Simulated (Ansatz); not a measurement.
CoPtO2 under a change: Se on a Pt site, symmetric start

Start from a 28-atom supercell of CoPtO$_{2}$ (space group R-3m, No. 166; a = 2.809 Å, c = 17.718 Å (hexagonal axes); non-magnetic) at its relaxed geometry.

It is then changed as follows: one Pt atom is replaced by Se, atoms relaxed at fixed cell.

All numbers come from DFT with PBEsol, PAW potentials and a 420 eV plane-wave cutoff in Ansatz (a first-principles code), no spin-orbit coupling, earlier PAW set. Settings: 5×5×5 k-points, 0.05 eV Fermi–Dirac smearing.

The pressure increases by 2.8 GPa (-0.1 GPa → 2.7 GPa) and the total moment of the cell amounts to 0.0 μB. The energy gained by relaxation is 0.04 eV and the largest displacement of a host atom from its site in the perfect cell amounts to 0.04 Å.

Cost of the whole job for the changed cell (relaxation, final SCF and bands): very roughly 27 core-minutes.

In so small a cell the defect repeats every few ångströms: this is an ordered compound, not a dilute defect. The defect started on the symmetric site and kept its symmetry, so it may sit on a saddle. Starting moments died away, wholly or in part, for Se on a Pt site and the base; another magnetic solution may exist. No Hubbard U is applied and the magnetic state is the run's own (Co7Pt6SeO14 without a net moment; CoPtO2 not spin-polarised; CoPtO2 non-magnetic); small cells can't hold the antiferromagnetic order that many such compounds have, so gaps and moments can be off. Spin-polarised in the final run: Se on a Pt site; the other runs are not. An odd electron count without spin: CoPtO2. The defect cell is spin-polarised and ends with 0.0 μB.
